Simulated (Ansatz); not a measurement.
The parent structure is YN in the rock salt structure (space group Fm-3m, No. 225; a = 4.896 Å). Axes: x, y, z lie along the cube axes.

Computed with plane-wave PAW DFT at the r2SCAN level (Ansatz, a program for electronic structure, 500 eV), spin-orbit coupling left out.

For the base:

```
Property                     Result
------------  ---------------------
Valley order  X along ⟨100⟩ 0.58 eV
```

One thing is altered: uniaxial stress, 8 GPa tension along x; all other stress components relax to zero.

Q: What does the calculation give for the valley order and mean lateral Poisson ratio after the change?

A: The valley order (the lowest conduction-band minima on the path, energy above the VBM, named in the base's zone) changes from X along ⟨100⟩ 0.58 eV to X along [010] 0.54 eV; X along [100] 0.64 eV; the mean lateral Poisson ratio amounts to 0.19.

The levels and masses belong to the bands next to the band gap. Load acts through the strain it causes; cell and atoms are relaxed under it. Beyond what the load breaks, stability against distortions was not tested.
